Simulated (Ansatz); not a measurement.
We consider IrGa (Pm-3m, No. 221, 2 atoms in the cell; start mp-11388), described by r²SCAN (plane waves, PAW; Ansatz, a quantum-chemistry and plane-wave program).

Numerical settings: plane-wave cutoff 560 eV, 18×18×18 k mesh, Fermi–Dirac smearing 0.05 eV, no spin polarisation, scalar-relativistic PAW data made under PBE.

Cell (relaxed at this level):

GaIr is taken in the cubic space group Pm-3m (No. 221), the CsCl type structure, Pearson symbol cP2. Conventional cell: a = b = c = 3.026 Å, α = β = γ = 90.00°. Ga on 1a is surrounded by 8 Ir at 2.621 Å and 6 Ga at 3.026 Å. Ir on 1b is coordinated by 8 Ga at 2.621 Å and 6 Ir at 3.026 Å. (Neighbours: up to the widest gap in distance over summed covalent radii, below 1.35, at either atom.)

Task: What does this level give for the bulk modulus?

Result: 
bulk modulus: 244 GPa

Note: the run has no spin polarisation, so it can have missed a magnetic state; the bulk modulus is −V dP/dV from two relaxed cells at ±2 % in volume; the relaxation could not lower the start's symmetry, so the cell can be a saddle point above a distorted one.

Spin–orbit coupling is not included.

Computed values are for the static lattice.

A start named mp-… is a Materials Project structure, which need not be a measured phase.
